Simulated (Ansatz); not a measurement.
The starting structures come from a database of crystals and need not be the phases stable at ambient conditions.

 Where the default PAW files enter, the runs use the earlier of Ansatz's two default sets.

The decay constant κ of evanescent states in the gap governs leakage through a thin film.

Given:

```
HfO2
1.0
    3.33360     0.00000     0.00000
    0.00000     6.50500     0.00000
    0.00000     0.00000     5.55640
Hf O
4 8
Direct
  0.75000   0.89213   0.75132
  0.25000   0.10787   0.24868
  0.25000   0.39213   0.74868
  0.75000   0.60787   0.25132
  0.25000   0.65855   0.97921
  0.75000   0.34145   0.02079
  0.75000   0.15855   0.52079
  0.25000   0.84145   0.47921
  0.25000   0.07660   0.86050
  0.75000   0.92340   0.13950
  0.75000   0.57660   0.63950
  0.25000   0.42340   0.36050
```

Space group of this cell: Pnma. The cell is taken as given; by LDA its mean pressure is -13.1 GPa.

Transport runs along the normal of the first two printed cell vectors.

No gap correction and no spin-orbit coupling; mid-gap values are interpolated between computed energies.

Compute, with LDA in Ansatz (a first-principles code), the band gap and the smallest decay constant κ at mid-gap.

Gap 3.31 eV on a 10×6×6 mesh; κ = 0.417 1/Å, at the zone centre.
